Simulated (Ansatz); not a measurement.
The reference is Au in the fcc (Cu type) structure (space group Fm-3m, No. 225; a = 4.1241 Å).

The values are results of Ansatz (an electronic-structure program) r2SCAN, scalar-relativistic without spin-orbit coupling, not measurements.

Base values:

| Quantity | Result |
|---|---|
| Lattice parameter a | 412.4 pm |

Perturbation: every Au is replaced by W, then cell and atoms are relaxed.

Task: Estimate the effect on the lattice parameter a.

Result: The lattice parameter a falls by 10.7 pm, from 412.4 pm to 401.7 pm.

Whether these cells are dynamically stable was not tested. The final runs are not spin-polarised. This is not the structure that W has at room temperature and ambient pressure.
